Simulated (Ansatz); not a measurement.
hypothetical diamond Os with two functionals, uniaxial strain ε_zz = −1.17 %

The parent structure is Os in the diamond structure (space group Fd-3m, No. 227; a = 5.557 Å; a hypothetical phase, not in the database extracts checked; relaxed with 0.1 eV smearing). Axes: x, y, z lie along the cube axes.

(Cell as relaxed with PBE.)

Levels (all Ansatz, a program for electronic structure, PAW): PBE (420 eV, no spin-orbit coupling); PBEsol (420 eV, no spin-orbit coupling).

Each level relaxes its own structure.

```
base                      PBE    PBEsol
-------------------  --------  --------
volume per atom      21.45 Å³  20.82 Å³
lattice parameter a   5.557 Å   5.502 Å
band gap                 zero      zero
```

Modification: uniaxial strain ε_zz = −1.17 %, all other strain components held at zero, atoms relaxed at fixed cell.

```tsv
quantity	PBE	PBEsol
pressure (mean of the normal stresses, compression positive)	2.5 GPa	[?]
shortest interatomic distance	2.397 Å	[?]
energy relative to the base (free energy F)	+2.0 meV/atom	[?]
band gap	zero	[?]
```

### Question
What does PBEsol give?

### Answer

- pressure (mean of the normal stresses, compression positive), PBEsol: 2.7 GPa
- shortest interatomic distance, PBEsol: 2.373 Å
- energy relative to the base (free energy F), PBEsol: +2.1 meV/atom
- band gap, PBEsol: zero

PBE's pressure lies 0.2 GPa below PBEsol's; PBE's shortest interatomic distance lies 0.024 Å above PBEsol's (1.0 %); the two agree on the band gap. Neither level is exact; PBEsol is the comparison here, not a measurement.

No phonon test of stability was made. All final runs are without spin polarisation.
